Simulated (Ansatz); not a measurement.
The starting structures come from a database of crystals and need not be the phases stable at ambient conditions.

 Where the default PAW files enter, the runs use the earlier of Ansatz's two default sets.

Inside the gap of an insulator the Bloch states are evanescent, with a wavenumber k + iκ along the transport direction.

```xyz
6
Lattice="4.4154 0.0000 0.0000 -2.2077 3.8238 0.0000 0.0000 0.0000 13.0773" Properties=species:S:1:pos:R:3 pbc="T T T"
K      0.0000     2.5492    13.0619
K      2.2077     1.2746     6.5232
Sn     0.0000     0.0000     3.8862
Sn     0.0000     0.0000    10.4248
Sb     0.0000     2.5492     9.0037
Sb     2.2077     1.2746     2.4651
```

Space group of this cell: P6_3mc. The cell is taken as given; by PBEsol its mean pressure is -0.7 GPa.

Transport runs along the normal of the first two printed cell vectors, the (001) plane of the conventional cell.

No gap correction and no spin-orbit coupling; mid-gap values are interpolated between computed energies.

Question: State the band gap and the smallest decay constant κ at mid-gap according to Ansatz (a first-principles code) with PBEsol.

Answer: Gap 0.26 eV on a 12×12×4 mesh; κ = 0.048 1/Å, at the zone centre.
